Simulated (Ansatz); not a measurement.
Start from BP in the zinc blende structure (space group F-43m, No. 216; a = 4.491 Å). Axes: x, y, z lie along the cube axes.

Method: Ansatz (an electronic-structure program), LDA, PAW, cutoff 420 eV, no spin-orbit coupling.

Strains are applied to the cell and any free atomic positions relax; under biaxial strain the out-of-plane vector relaxes too.

One change was made to it. Results:

```json
[
 {"quantity": "band gap", "base": "1.14 eV", "after": "0.96 eV"},
 {"quantity": "pressure (mean of the normal stresses, compression positive)", "base": "-0.01 GPa", "after": "7.10 GPa"}
]
```

Which of these changes matches the shifts?
A. biaxial strain +2.50 %, plane normal [111], relaxed out of plane
B. biaxial strain −2.08 %, plane normal [111], relaxed out of plane
C. biaxial strain −0.42 %, plane normal [111], relaxed out of plane
D. biaxial strain +0.42 %, plane normal [111], relaxed out of plane
E. biaxial strain +2.08 %, plane normal [111], relaxed out of plane

B, biaxial strain −2.08 %, plane normal [111], relaxed out of plane. For comparison, the band gap in the other runs: biaxial strain −0.42 %, plane normal [111], relaxed out of plane gives 1.12 eV; biaxial strain +2.50 %, plane normal [111], relaxed out of plane gives 1.02 eV; biaxial strain +0.42 %, plane normal [111], relaxed out of plane gives 1.12 eV; biaxial strain +2.08 %, plane normal [111], relaxed out of plane gives 1.04 eV.

No phonon test of stability was made.
